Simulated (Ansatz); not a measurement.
Base system: SnO2 in the rutile structure (space group P4_2/mnm, No. 136; a = 4.8276 Å, c = 3.2381 Å). Axes: x, y, z lie along a, b, c of the conventional cell.

The values are results of PBE (Ansatz, a quantum-chemistry and plane-wave program), without spin-orbit coupling, not measurements.

The change: uniaxial strain ε_zz = −0.60 %, all other strain components held at zero, atoms relaxed at fixed cell.

Q: Predict the stress tensor and what it implies for the stiffness.

A: Stress of the strained cell less that of the base (GPa, compression positive):
```
   0.78    0.00    0.00
   0.00    0.78    0.00
   0.00    0.00    2.30
```

Then −Δσ_ii/ε with ε = -0.0060 gives relaxed-ion elastic constants: C33 ≈ 384 GPa, C13 ≈ 130 GPa and C23 ≈ 130 GPa.

No phonon test of stability was made.
